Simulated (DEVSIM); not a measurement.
Device: Co/Al2O3/SiO2/p-Si capacitor, at 300 K.

```
layer (left to right)  material  thickness (nm)  Na (cm⁻³)
---------------------  --------  --------------  ---------
1                         Al2O3            22.0          -
2                          SiO2           0.680          -
3                            Si            3600     2.5e16
```

Metal gate on the left, work function 5 eV. Fixed charge at the semiconductor interface 4.9e11 cm⁻² (in units of +e); interface traps 2.8e10 cm⁻² eV⁻¹, uniform in energy, neutral level at 0.3 of the gap above the valence band.

The device is made up for the run: typed textbook-type constants, with dimensions and the other settings drawn at random. Values at 300 K.

| parameter | Al2O3 | SiO2 | Si |
|---|---|---|---|
| gap (eV) | 6.8 | 9 | 1.124 |
| affinity (eV) | 1.35 | 0.9 | 4.05 |
| permittivity | 9 | 3.9 | 11.7 |
| Nc (cm⁻³) | - | - | 2.86e19 |
| Nv (cm⁻³) | - | - | 3.1e19 |

DEVSIM, 1D Poisson equation in equilibrium, Boltzmann statistics, complete ionisation; no quantum confinement or tunnelling. Metal contacts follow the ideal Schottky-Mott rule: no Fermi-level pinning, no interface dipoles.

The gate work function was swept, all else fixed.

```tsv
gate work function (eV)	threshold voltage (band bending 2φF) (V)	flat-band voltage (V)
4.7	0.48	-0.52
4.85	0.63	-0.37
5	0.78	-0.22
5.15	0.93	-0.07
5.3	1.08	0.08
```

From the first row to the last the threshold voltage (band bending 2φF) goes from 0.48 to 1.08. From the first row to the last the flat-band voltage goes from -0.52 to 0.08.
